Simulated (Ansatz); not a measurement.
## GaAs: carrier doping

Consider GaAs in the zinc blende structure (space group F-43m, No. 216; a = 5.6594 Å).

Carriers are added at fixed cell with a uniform background; the Fermi–Dirac width is that of 300 K.

Calculations: DFT with PBEsol, PAW potentials and a 420 eV plane-wave cutoff in Ansatz (a quantum-chemistry and plane-wave program), no spin-orbit coupling, earlier PAW set.

Candidates:
(a) holes 5.0×10^20 cm⁻³
(b) electrons 5.0×10^20 cm⁻³
(c) electrons 2.0×10^21 cm⁻³

Notes on the quantities. Fermi level from band edge: Fermi level relative to the doped band's edge (positive inside the band; to 0.05 eV).

Order them by Fermi level from band edge, highest first.

(c) electrons 2.0×10^21 cm⁻³ (+1.05 eV), (b) electrons 5.0×10^20 cm⁻³ (+0.75 eV), (a) holes 5.0×10^20 cm⁻³ (+0.20 eV)

Charged cell with a jellium background: band edges are those of the host's band count, energies are not comparable with the neutral cell, and many-body gap narrowing is missing. Whether these cells are dynamically stable was not tested.
